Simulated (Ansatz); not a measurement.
# Nb₄N₃ (I4/mmm): band-structure transport figures

Given:

```yaml
crystal:
  lattice:
    - [-2.18106, 2.18106, 4.29103]
    - [2.18106, -2.18106, 4.29103]
    - [2.18106, 2.18106, -4.29103]
  atoms:
    - { symbol: Nb, position: [0.00000, 0.50000, 0.50000] }
    - { symbol: Nb, position: [0.50000, 0.00000, 0.50000] }
    - { symbol: Nb, position: [0.74734, 0.74734, 0.00000] }
    - { symbol: Nb, position: [0.25266, 0.25266, 0.00000] }
    - { symbol: N, position: [0.25000, 0.75000, 0.50000] }
    - { symbol: N, position: [0.75000, 0.25000, 0.50000] }
    - { symbol: N, position: [0.00000, 0.00000, 0.00000] }
```

All values below come from PBEsol, rigid bands (plane waves, PAW, scalar-relativistic; Ansatz, an electronic-structure program). How the cell was made: cell and atoms relaxed with PBEsol.

```
Quantity                                                                 Result
------------------------------------  -----------------------------------------
density of states at the Fermi level          2.76 states/(eV·cell), both spins
bare Sommerfeld coefficient                           0.93 mJ/(mol of atoms·K²)
Drude plasma energy                                5.9 (x), 5.9 (y), 5.2 (z) eV
root-mean-square Fermi velocity                                       6.1e5 m/s
resistivity times τ                   13.8 (x), 13.8 (y), 18.0 (z) ×10⁻²² Ω·m·s
```

A metal at this level (no band gap); rigid bands, thermally averaged at 300 K, both spins. Spin-orbit coupling is left out. τ is one relaxation time for all states.

Computed structure with no diffraction record at hand here (it may be known, metastable or hypothetical): Nb4N3 (I4/mmm).
